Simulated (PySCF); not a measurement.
PySCF 2.14.0, PBE/def2-svp, df: Si(All)(H)(Me)2 (C=CC[SiH](C)C), 18 atoms. The geometry is a generated start, not checked to be a minimum at this level.

- task = energy
- method = pbe
- basis = def2-svp
- two-electron scheme = density fitting
- mol.max_memory = 3000 MB
- mf.max_cycle = 100
- mf.init_guess = minao (default)
- mf.DIIS = CDIIS (default)
- mf.diis_space = 8 (default)
- mf.conv_tol = 1e-09 (default)
- mf.grids.level = 3 (default)
- basis functions = 148
- grid points = 207472

```xyz
18

Si    -0.4502     0.8185     0.3713
C     -0.4100     1.1808    -1.4951
C     -2.2516     0.7824     0.9845
C      0.3469    -0.8906     0.7286
C      1.7798    -0.9423     0.3360
C      2.2813    -1.7303    -0.5985
H      0.2998     1.8594     1.0998
H      0.6103     1.2140    -1.8665
H     -0.8748     2.1363    -1.7201
H     -0.9395     0.4183    -2.0604
H     -2.7352     1.7417     0.8285
H     -2.3069     0.5568     2.0443
H     -2.8366     0.0325     0.4592
H     -0.2015    -1.6799     0.2143
H      0.2685    -1.0856     1.7997
H      2.4303    -0.2632     0.8741
H      3.3283    -1.7285    -0.8510
H      1.6612    -2.4200    -1.1486
```

One run each on 2 threads, 1 BLAS thread. Values of level_shift (Hartree) tried: 0 (default), 0.1, 0.3, 1.

Problem. Predict the course of the Fock builds along this series.

Solution. Fewest Fock builds, within one of each other: 0 (default) with 13, 0.1 with 12, 0.3 with 13. The count rises to 36 at 1. All converge to one solution.

```
level_shift (Hartree)  Fock builds            end
---------------------  -----------  -------------
0 (default)                     13  same solution
0.1                             12  same solution
0.3                             13  same solution
1                               36  same solution
```
